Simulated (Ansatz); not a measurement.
Functionals compared on a constructed model of the (111) surface of fcc Ag, a pseudomorphic layer of Ta in the host's stacking (bottom of the slab: a bare face, its two planes held), in Ansatz (plane waves, PAW). The structure was relaxed with PBE; the other rows are single points on it. Cutoff 420 eV (500 eV for r2SCAN).

Set-up: 7 atoms, 14.8 Å thick at the start with caps and adatoms; mesh 15x15x1; 0.1 eV smearing; dipole correction on; 2 atoms held, the rest relaxed; symmetry of the start imposed; no spin, no spin-orbit, no U. In PBE it is, or lies within 0.01 eV a 1x1 cell of, the lowest of the 2 structures of its composition computed so far; subsurface sites and larger cells were not tried. These notes are the PBE run's.

```csv
functional,work function of the top face (eV),rough cost of the single point
PBE,5.16,–
RPBE,5.02,around 28 core-seconds (rough)
r2SCAN,5.21,roughly 60 core-seconds
```

Ansatz is a program for electronic structure.
